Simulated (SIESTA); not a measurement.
Checking a run of SIESTA on LiCu2Rh4O8 (C2/m, 15 atoms in the cell). The aim is a self-consistent single point with DFT, LDA PW92, numerical atomic orbitals DZP, PseudoDojo LDA standard norm-conserving potentials (rewritten from UPF to PSML).

Cell that was meant: a = 6.0033 Å, b = 6.0033 Å, c = 6.2978 Å, α = 118.49°, β = 118.49°, γ = 60.05°.

Part of the input:

```
PAO.Polarization.NonPerturbative true
MeshCutoff                   400 Ry
%block kgrid.MonkhorstPack
    1   0   0  0.0
    0   1   0  0.0
    0   0   1  0.0
%endblock kgrid.MonkhorstPack
OccupationFunction           FD
ElectronicTemperature        580.23 K
```

The program printed (abridged):

```
reinit: Reading from file input.fdf

reinit: System Name: LiCu2(RhO2)4
reinit: System Label: LiCu2(RhO2)4

   [... lines left out ...]
Gamma-point calculation with interaction between periodic images
Gamma-point calculation with interaction between periodic images
Some features might not work optimally:
Some features might not work optimally:
e.g. DM initialization from atomic data
e.g. DM initialization from atomic data
new_DM -- step:     1
Initializing Density Matrix...

Attempting to read DM from file... Failed...
DM filled with atomic data:

InitMesh: MESH = 60 x 60 x 64 = 230400
InitMesh: Mesh cutoff (required, used) =   400.000   407.832 Ry

stepf: Fermi-Dirac step function
        iscf     Eharris(eV)        E_KS(eV)     FreeEng(eV)     dDmax    Ef(eV) dHmax(eV)
   scf:    1   -23837.130508   -25858.983648   -25859.206671  2.920415  0.357937154.362548
   scf:    2   -22934.039319   -25848.485076   -25848.597862  4.259647  1.129581107.305273
   scf:    3   -26989.790967   -26796.655842   -26796.769200  4.187744 -3.740023 41.221312
   scf:    4   -26810.241556   -26816.909455   -26817.030420  0.247235 -3.008737 33.462721
   scf:    5   -26836.207715   -26827.803495   -26827.922059  0.142126 -3.297185 27.845400
   [... 21 lines left out ...]
   scf:   27   -26852.665793   -26852.665795   -26852.805402  0.000083 -4.520932  0.011204
   scf:   28   -26852.665568   -26852.665690   -26852.805405  0.000144 -4.520615  0.007852
   scf:   29   -26852.665811   -26852.665751   -26852.805408  0.000061 -4.520453  0.001599
   scf:   30   -26852.665793   -26852.665772   -26852.805409  0.000023 -4.520431  0.000784
SCF Convergence by DM+H criterion
max |DM_out - DM_in|         :     0.0000228553
max |H_out - H_in|      (eV) :     0.0007841417
SCF cycle converged after 30 iterations

Using DM_out to compute the final energy and forces

siesta: E_KS(eV) =           -26852.6658

siesta: E_KS - E_eggbox =    -26852.6658

siesta: Atomic forces (eV/Ang):
     1   -0.000000   -0.000000    0.000000
     2   -0.002466    0.000000    0.075341
     3    0.002466   -0.000000   -0.075341
     4   -0.000000    0.000000    0.000000
     5    0.000000    0.000000    0.000000
     6    0.000000   -0.000000    0.000000
     7   -0.000000   -0.000000    0.000000
     8   -0.242428   -0.411727   -0.307655
     9    0.242428    0.411727    0.307655
    10    0.242427   -0.411727    0.307654
   [... lines left out ...]
siesta: FreeEng =    -26852.805409
   [... lines left out ...]
siesta:    -0.000000    0.093091   -0.000000
siesta:     0.000252   -0.000000    0.098273

siesta: Cell volume =        164.125747 Ang**3

siesta: Pressure (static):
siesta:                Solid            Molecule  Units
siesta:          -0.00103339         -0.00104819  Ry/Bohr**3
siesta:          -0.09488182         -0.09624045  eV/Ang**3
siesta:        -152.01743708       -154.19419721  kBar
```

Q: Can these results be used? Check the input.

A: The run is not sound. The fault is a single k-point for a small metallic cell. One k-point cannot sample the Fermi surface of a small cell. To fix it, use a converged k-point mesh. The run converged in 30 iterations without an error; against the sound input the free energy falls by 7.9 meV/atom, the pressure goes from -13.82 to -15.20 GPa and the largest force goes from 0.302 to 0.877 eV/Å.

An input that runs soundly differs in these lines (not the only fix; some lines may just follow from the change or write a value another way):
```diff
-    1   0   0  0.0
-    0   1   0  0.0
-    0   0   1  0.0
+    3   0   0  0.0
+    0   3   0  0.0
+    0   0   3  0.0
```

With that input, the run converged in 21 iterations: free energy E − TS -26852.6871 eV; Fermi level (on the code's own zero) -4.45 eV; pressure -13.82 GPa; largest force (vector length) 0.302 eV/Å (DFT, LDA PW92, numerical atomic orbitals DZP, PseudoDojo LDA standard norm-conserving potentials (rewritten from UPF to PSML)).

On the sound input: the starting cell comes from a database of computed structures (which also holds hypothetical and non-ambient phases and stackings), without a prior relaxation at this level. Spin polarisation is off; with an odd number of electrons in the cell that forces a metal, and a magnetic state may lie lower. Values carry the incompleteness of an atom-centred basis. With a pressure of about -14 GPa the cell is away from its equilibrium volume at this level. Without a gap this mesh is coarse (it stands for a supercell whose shortest vector is 18 Å).
